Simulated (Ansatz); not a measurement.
Base system: Ir in the fcc (Cu type) structure (space group Fm-3m, No. 225; relaxed with 0.1 eV smearing).

```yaml
crystal:
  lattice:
    - [0.00000, 1.91555, 1.91555]
    - [1.91555, 0.00000, 1.91555]
    - [1.91555, 1.91555, 0.00000]
  atoms:
    - { symbol: Ir, position: [0.00000, 0.00000, 0.00000] }
```

Cartesian axes are those of the cell as printed.

Computed with Kohn–Sham DFT with the PBEsol functional, run in Ansatz (a program for electronic structure) with PAW and 420 eV plane waves, scalar-relativistic without spin-orbit coupling.

Base values:

- Pressure: 0.0 GPa
- Shortest interatomic distance: 2.709 Å

The change: uniaxial strain ε_xx = −2.89 %, all other strain components held at zero, atoms relaxed at fixed cell.

**Question.** What does the calculation give for the pressure after the change?

**Answer.** The pressure (mean of the normal stresses, compression positive) goes from zero to 12.4 GPa.

**Question.** What does the calculation give for the energy relative to the base after the change?

**Answer.** The energy increases by 25 meV/atom.

**Question.** What happens to the shortest interatomic distance?

**Answer.** The shortest interatomic distance drops by 0.039 Å, from 2.709 Å to 2.670 Å.

No phonon test of stability was made. All final runs are without spin polarisation.
